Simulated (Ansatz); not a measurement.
Thickness series in GaSb

Take GaSb in the zinc blende structure (space group F-43m, No. 216; a = 6.111 Å) as the base. Axes: x, y, z lie along the cube axes.

Free-standing slabs (2 atom(s) a layer) normal to [110] with 15 Å of vacuum; in-plane cell held at bulk.

Method: PBEsol (Ansatz, a program for electronic structure), without spin-orbit coupling.

Candidates:
(a) 4 layers
(b) 3 layers
(c) 2 layers
(d) 1 layer
(e) 7 layers

Base values:

```
Item                             Value
-----------------------------  -------
Shortest interatomic distance  2.646 Å
```

Problem. Order them by shortest interatomic distance, lowest first.

Solution. (d) 1 layer (2.505 Å), (c) 2 layers (2.605 Å), (e) 7 layers (2.618 Å), (a) 4 layers (2.625 Å), (b) 3 layers (2.636 Å)

Whether these cells are dynamically stable was not tested. The final runs are not spin-polarised.
